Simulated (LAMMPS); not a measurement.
Consider ZnSe (zinc blende) with 50 % of Se sites S, 4096 atoms, at 1330 K and 0 GPa, heated as the crystal in molecular dynamics.

Level of theory: classical MD, pair style sw, file CdTeZnSeHgS0.sw (LAMMPS).

**Question.** Give probability per degree against angle (°) as the simulation yields it.

**Answer.** State found: crystal; no diffusion seen in 30 ps.
| angle (°) | probability per degree, S-Zn-Se | probability per degree, S-Zn-S | probability per degree, Se-Zn-Se |
|---|---|---|---|
| 76.50 | 0.0000 | 0.0000 | 0.0000 |
| 79.50 | 0.0000 | 0.0000 | 0.0001 |
| 82.50 | 0.0001 | 0.0000 | 0.0001 |
| 85.50 | 0.0002 | 0.0001 | 0.0007 |
| 88.50 | 0.0008 | 0.0008 | 0.0013 |
| 91.50 | 0.0024 | 0.0021 | 0.0047 |
| 94.50 | 0.0066 | 0.0058 | 0.0104 |
| 97.50 | 0.0137 | 0.0104 | 0.0215 |
| 100.5 | 0.0262 | 0.0229 | 0.0327 |
| 103.5 | 0.0398 | 0.0330 | 0.0479 |
| 106.5 | 0.0536 | 0.0455 | 0.0575 |
| 109.5 | 0.0567 | 0.0531 | 0.0539 |
| 112.5 | 0.0497 | 0.0530 | 0.0430 |
| 115.5 | 0.0394 | 0.0436 | 0.0305 |
| 118.5 | 0.0230 | 0.0294 | 0.0161 |
| 121.5 | 0.0124 | 0.0180 | 0.0074 |
| 124.5 | 0.0056 | 0.0091 | 0.0038 |
| 127.5 | 0.0018 | 0.0042 | 0.0012 |
| 130.5 | 0.0009 | 0.0017 | 0.0003 |
| 133.5 | 0.0003 | 0.0006 | 0.0001 |
| 136.5 | 0.0001 | 0.0001 | 0.0000 |
| 139.5 | 0.0000 | 0.0000 | 0.0000 |

Caution: the random arrangement on this lattice is imposed, and need not be a phase that exists in equilibrium. Caution: a run this short can hold a crystal over, or a liquid under, the potential's melting point.
